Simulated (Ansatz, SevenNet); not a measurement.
## NiAs-type NiSb, lattice constant a

Reference value: 3.946 Å (measured, temperature not stated, not corrected to a static lattice; as tabulated in Wikipedia's data pages).

### Question
What do SevenNet-l3i5, LDA, PBE, PBEsol, PBE-D3(BJ), PBE-D4, r²SCAN, PBE0, Hartree–Fock give, and how far is each from the reference?

### Answer

```json
[
 {"level (code)": "SevenNet-l3i5", "value (Å)": "3.972", "difference (%)": "+0.66"},
 {"level (code)": "LDA (Ansatz)", "value (Å)": "3.879", "difference (%)": "-1.70"},
 {"level (code)": "PBE (Ansatz)", "value (Å)": "3.975", "difference (%)": "+0.73"},
 {"level (code)": "PBEsol (Ansatz)", "value (Å)": "3.916", "difference (%)": "-0.76"},
 {"level (code)": "PBE-D3(BJ) (Ansatz)", "value (Å)": "3.920", "difference (%)": "-0.66"},
 {"level (code)": "PBE-D4 (Ansatz)", "value (Å)": "3.923", "difference (%)": "-0.58"},
 {"level (code)": "r²SCAN (Ansatz)", "value (Å)": "3.931", "difference (%)": "-0.38"},
 {"level (code)": "PBE0 (Ansatz)", "value (Å)": "3.893", "difference (%)": "-1.34"},
 {"level (code)": "Hartree–Fock (Ansatz)", "value (Å)": "3.899", "difference (%)": "-1.19"}
]
```

The reference's temperature isn't stated, so close values are not ranked against it.

The reference isn't brought to a static lattice, while the calculations are for one, so the differences are not the levels' errors alone. The crystal itself was run without spin with LDA, PBE, PBEsol, PBE-D3(BJ), PBE-D4, r²SCAN, PBE0, Hartree–Fock; a magnetic state was not tried in these runs. PBE0, Hartree–Fock: the run has no spin polarisation, so it can have missed a magnetic state. Cutoffs and k meshes differ between the levels. Ansatz's density-functional and Hartree–Fock values are scalar-relativistic unless marked +SOC, with PAW data made under PBE.

Machine-learned potentials (SevenNet-l3i5) are trained on DFT data: a solid inside that data is no test of them.

Differences are worked out from the printed values.

Ansatz is a program for electronic structure.
